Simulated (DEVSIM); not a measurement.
Structure: abrupt GaAs n-p junction, at 250 K.

Layer 1 from the left is GaAs, thickness (μm) 12.0, Nd (cm⁻³) 7e15, τn (s) 1.1e-8, τp (s) 1.1e-8. Layer 2 from the left is GaAs, thickness (μm) 6.80, Na (cm⁻³) 1.6e16, τn (s) 1.1e-8, τp (s) 1.1e-8.

Left contact: ohmic. Right contact: ohmic. Voltage is applied to the left contact. Recombination: SRH at mid-gap, Auger. Mobility is constant in doping.

This is a model device: material constants are rounded textbook-type values typed into the input, and sizes, dopings and lifetimes were drawn at random. Values at 300 K; Nc and Nv go as T^1.5, mobilities as T to minus their exponent, the gap by Varshni's rule with the affinity fixed.

GaAs: gap (eV) 1.424, affinity (eV) 4.07, permittivity 12.9, Nc (cm⁻³) 4.7e17, Nv (cm⁻³) 9e18, μn (cm²/Vs) 8500, μp (cm²/Vs) 400, T exponent of μn 2.1, T exponent of μp 2.2, Cn (cm⁶/s) 1e-30, Cp (cm⁶/s) 1e-30, Varshni α (eV/K) 0.000541, Varshni β (K) 204.

DEVSIM, 1D drift-diffusion, Boltzmann statistics, complete ionisation; no tunnelling, impact ionisation, image-force lowering or self-heating.

Question: What does the simulation give for the potential step across the device at zero bias, the largest field in the device at zero bias, the dark forward voltage at 100 A/cm², the dark forward voltage at 1 A/cm²?

Answer: potential step across the device at zero bias 1.231 V; largest field in the device at zero bias 40000 V/cm; dark forward voltage at 100 A/cm² 1.208 V; dark forward voltage at 1 A/cm² 1.094 V.
